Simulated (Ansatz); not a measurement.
**Hypothetical Pm-3n InP under a change: pressure −1 GPa**

Take InP (space group Pm-3n, No. 223; a = 7.3342 Å; a hypothetical phase, not in the database extracts checked) as the base.

Perturbation: a negative pressure, −1 GPa.

Calculations: PBE (Ansatz, a program for electronic structure, PAW, spin-orbit coupling left out). Γ-centred 4×4×4 mesh, Fermi–Dirac width 0.05 eV.

* **Density**: 3.60 g/cm³ (base 3.68 g/cm³)
* **Lattice parameter a**: 13.967 bohr (base 13.860 bohr)
* **Shortest interatomic distance**: 4.938 bohr (base 4.900 bohr)
* **Band gap**: 0.37 eV (base 0.50 eV)
* **Gap character**: direct at Γ (base direct at Γ)
* **Mean gap deformation potential ΔEg/Δln V**: -5.6 eV
* **Width of the top valence band**: 1.20 eV (base 1.25 eV)
* **Electron mass**: 0.034 mₑ (at Γ) (base 0.045 mₑ (at Γ))
* **Hole mass (degenerate bands, along [100])**: 0.031, 2.1, 2.1 mₑ (at Γ) (base 0.039, 2.1, 2.1 mₑ (at Γ))

Final structure:

```xyz
12
Lattice="7.3913 0.0000 0.0000 0.0000 7.3913 0.0000 0.0000 0.0000 7.3913" Properties=species:S:1:pos:R:3 pbc="T T T"
In     1.8478     0.0000     3.6956
In     3.6956     1.8478     0.0000
In     3.6956     5.5434     0.0000
In     5.5434     0.0000     3.6956
In     0.0000     3.6956     5.5434
In     0.0000     3.6956     1.8478
P      1.8478     3.6956     0.0000
P      0.0000     1.8478     3.6956
P      0.0000     5.5434     3.6956
P      5.5434     3.6956     0.0000
P      3.6956     0.0000     5.5434
P      3.6956     0.0000     1.8478
```

Load acts through the strain it causes; cell and atoms are relaxed under it. Masses are band curvatures over ±0.01 Å⁻¹ around the edge. Whether these cells are dynamically stable was not tested.
